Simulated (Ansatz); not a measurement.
Interstitial H in rock-salt LiF, relaxed from 3 sites or starts (bond centre of Li and F, 2.03 Å; void with 4F4Li nearest; bound to F, open side); at each charge the lowest end counts.

Level of theory: PBE, PAW (plane waves to 420 eV; Ansatz, a program for electronic structure). Cell and caveats: 64-site cell; 2×2×2 shifted k-points; host gap 8.83 eV; charged states image-corrected; not converged in cell size; flagged in the runs: for some of the defects a doubtful potential alignment.

| charge | neighbours at the lowest end (Å) | corrected energy + q E_VBM, against the first (eV) |
|---|---|---|
| +1 | F 1.15, F 1.15, Li 1.84, Li 1.84 | 0.00 |
| 0 | Li 1.88, Li 1.88, Li 1.89, Li 1.89, F 1.94, F 1.94, F 1.95, F 1.95 (the shell may go on) | 5.81 |
| −1 | Li 1.70, Li 1.71, Li 1.71, Li 1.71 | 10.66 |

Charges from +1 to −1 were run. The lines E(q) + q E_F give the stable charge, which changes above the valence-band maximum at (+1/−1) at 5.33 eV. A charge is skipped: negative-U behaviour.
